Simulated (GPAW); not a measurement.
# Worked example: self-consistent single point of VN (Fm-3m, 2 atoms in the cell) in GPAW

Method of the run: PBE, GPAW PAW datasets PBE (gpaw-data 1.0.1) (plane waves; GPAW 25.7.0).

Input:

```python
from ase import Atoms
from ase.units import GPa
from gpaw import GPAW, PW

atoms = Atoms(['V', 'N'],
              cell=[[0.000000, 2.070000, 2.070000],
                    [2.070000, 0.000000, 2.070000],
                    [2.070000, 2.070000, 0.000000]],
              scaled_positions=[[0.000000, 0.000000, 0.000000],
                                [0.500000, 0.500000, 0.500000]],
              pbc=True)

calc = GPAW(mode=PW(900),
            xc='PBE',
            kpts={'size': (18, 18, 18), 'gamma': True},
            occupations={'name': 'methfessel-paxton', 'width': 0.1, 'order': 0},
            nbands=-10,
            convergence={'forces': 0.001},
            symmetry={'symmorphic': False, 'tolerance': 0.0005},
            maxiter=120,
            txt='-')

atoms.calc = calc

energy = atoms.get_potential_energy()
print('Energy (eV):', round(energy, 6))
forces = atoms.get_forces()
print('Forces (eV/Ang):')
print(forces.round(5))
stress = atoms.get_stress()
print('Stress (GPa, Voigt):', (stress / GPa).round(4))
```

Output, abridged:

```
Input parameters:
  convergence: {forces: 0.001}
  kpts: {gamma: True,
         size: (18, 18, 18)}
  maxiter: 120
  mode: {ecut: 900.0000000000001,
         name: pw}
  nbands: -10
  occupations: {name: methfessel-paxton,
                order: 0,
                width: 0.1}
  symmetry: {symmorphic: False,
             tolerance: 0.0005}
  xc: PBE

species:
  V:
    name: Vanadium
    Z: 23.0
    valence: 13
    core: 10
    charge: 0.0
    file: V.PBE.gz

    # Using partial waves for V as LCAO basis

  N:
    name: Nitrogen
    Z: 7.0
    valence: 5
    core: 2
    charge: 0.0
    file: N.PBE.gz

    # Using partial waves for N as LCAO basis

Reference energy: -27302.217066  # eV

Spin-paired calculation

Convergence criteria:
 Maximum [total energy] change in last 3 cyles: 0.0005 eV / valence electron
 Maximum integral of absolute [dens]ity change: 0.0001 electrons / valence electron
 Maximum integral of absolute [eigenst]ate change: 4e-08 eV^2 / valence electron
 Maximum change in the atomic [forces] across last 2 cycles: 0.001 eV/Ang OR
Maximum error relative to the maximum force is below inf
 Maximum number of scf [iter]ations: 120

Symmetries present (total): 48
Symmetries with fractional translations: 0
5832 k-points: 18 x 18 x 18 Monkhorst-Pack grid + [1/36,1/36,1/36]
195 k-points in the irreducible part of the Brillouin zone
       k-points in crystal coordinates                weights
   0:    -0.00000000   -0.00000000   -0.00000000          1/5832
   1:     0.05555556    0.05555556   -0.00000000          6/5832
   2:     0.05555556    0.05555556    0.05555556          8/5832
   [... 7 lines left out ...]
          ...
 194:     0.50000000    0.50000000    0.50000000          4/5832

Wave functions: Plane wave expansion
  Cutoff energy: 900.000 eV
  Number of coefficients (min, max): 1067, 1113
  Pulay-stress correction: 0.000000 eV/Ang^3 (de/decut=0.000000)

Occupation numbers: Methfessel-Paxton:
  width: 0.1000  # eV
  order: 0

Eigensolver

Densities:
  Coarse grid: 21*21*21 grid
  Fine grid: 42*42*42 grid
  Total Charge: 0.000000

Density mixing:
  Method: separate
  Backend: pulay
  Linear mixing parameter: 0.05
  old densities: 5
  Damping of long wavelength oscillations: 50

Hamiltonian:
  XC and Coulomb potentials evaluated on a 42*42*42 grid
  External potential:
    NoExternalPotential

XC parameters: PBE with 2 nearest neighbor stencil

Number of atoms: 2
Number of atomic orbitals: 17
Number of bands in calculation: 19
Number of valence electrons: 18
Bands to converge: occupied

Density initialized from atomic densities
  17 bands from LCAO basis set
  2 bands from random numbers

Atomic positions and initial magnetic moments

Positions:
   0 V      0.000000    0.000000    0.000000    ( 0.0000,  0.0000,  0.0000)
   1 N      2.070000    2.070000    2.070000    ( 0.0000,  0.0000,  0.0000)

Unit cell:
           periodic     x           y           z      points  spacing
  1. axis:    yes    0.000000    2.070000    2.070000    21     0.1138
  2. axis:    yes    2.070000    0.000000    2.070000    21     0.1138
  3. axis:    yes    2.070000    2.070000    0.000000    21     0.1138

  Lengths:   2.927422   2.927422   2.927422
  Angles:   60.000000  60.000000  60.000000

Effective grid spacing dv^(1/3) = 0.1242

     iter     time        total  log10-change:
                         energy   eigst   dens  force
iter:   1 --:--:--   -20.752890
iter:   2 --:--:--   -20.025131   -1.11  -1.08
iter:   3 --:--:--   -18.785834   -1.69  -1.15
iter:   4 --:--:--   -18.967853   -2.60  -1.60
iter:   5 --:--:--   -18.823728   -2.27  -1.45
iter:   6 --:--:--   -18.819173   -4.17  -2.22
iter:   7 --:--:--   -18.819195c  -5.33  -3.18
iter:   8 --:--:--   -18.819083c  -5.02  -3.22
iter:   9 --:--:--   -18.819029c  -6.65  -3.28
iter:  10 --:--:--   -18.818998c  -5.95  -3.42
iter:  11 --:--:--   -18.818998c  -8.23c -4.61c
iter:  12 --:--:--   -18.818998c  -9.73c -4.95c -23.37c

Converged after 12 iterations.

Dipole moment: (-0.000000, -0.000000, -0.000000) |e|*Ang

Energy contributions relative to reference atoms: (reference = -27302.217066)

Kinetic:         +6.484221
Potential:       -8.291102
External:        +0.000000
XC:             -17.231431
Entropy (-ST):   -0.007440
Local:           +0.223034
SIC:             +0.000000
--------------------------
Free energy:    -18.822718
Extrapolated:   -18.818998

Showing only first 2 kpts
 Kpt  Band  Eigenvalues  Occupancy
  0     7     10.20082    2.00000
  0     8     10.90438    2.00000
  0     9     10.90438    2.00000
  0    10     10.90438    2.00000

  1     7      9.85812    2.00000
  1     8     10.82227    2.00000
  1     9     11.32115    2.00000
  1    10     11.32115    2.00000

Fermi level: 12.39808

No gap
No difference between direct/indirect transitions
Energy (eV): -18.818998

Forces in eV/Ang:
  0 V     0.00000    0.00000    0.00000
  1 N     0.00000   -0.00000   -0.00000

Stress tensor:
     0.013552     0.000000    -0.000000
     0.000000     0.013552     0.000000
    -0.000000     0.000000     0.013552
Stress (GPa, Voigt): [ 2.1713  2.1713  2.1713  0.     -0.      0.    ]
```

The run converged in 12 iterations. GPAW prints stress with tension positive.

At such cutoffs GPAW's stress carries a finite-basis (Pulay) error, which enters relaxed cells too; its log prints stress with tension positive.

The starting cell has typed, rounded lattice constants, without a prior relaxation at this level. Spin polarisation is off, so a magnetic state, if there is one, cannot be reached.

Cost on one core of a shared machine: roughly 60 s.
